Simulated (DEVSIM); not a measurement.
Structure: Ni/Al2O3/p-Si capacitor, at 300 K.

```csv
layer (left to right),material,thickness (nm),Na (cm⁻³)
1,Al2O3,5.10,-
2,Si,8000,5.2e15
```

Metal gate on the left, work function 5.1 eV. Fixed charge at the semiconductor interface 0 cm⁻² (in units of +e); no interface traps.

Constants are typed, rounded textbook-type inputs, not results; the design itself was drawn at random and stands for no fabricated device. Values at 300 K.

| parameter | Al2O3 | Si |
|---|---|---|
| gap (eV) | 6.8 | 1.124 |
| affinity (eV) | 1.35 | 4.05 |
| permittivity | 9 | 11.7 |
| Nc (cm⁻³) | - | 2.86e19 |
| Nv (cm⁻³) | - | 3.1e19 |

Simulated with DEVSIM: 1D Poisson equation in equilibrium, Boltzmann statistics, complete ionisation; no quantum confinement or tunnelling. Metal contacts follow the ideal Schottky-Mott rule: no Fermi-level pinning, no interface dipoles.

The interface trap density was swept, all else fixed.

```tsv
interface trap density (cm^-2 eV^-1)	flat-band voltage (V)	threshold voltage (band bending 2φF) (V)	minimum of the low-frequency capacitance (μF/cm²)
0	0.15	0.85	0.0288
1e10	0.15	0.85	0.0303
1e11	0.15	0.85	0.0441
3e11	0.13	0.85	0.0737
1e12	0.09	0.86	0.169
2e12	0.04	0.87	0.286
```

From the first row to the last the flat-band voltage goes from 0.15 to 0.04. From the first row to the last the threshold voltage (band bending 2φF) goes from 0.85 to 0.87.
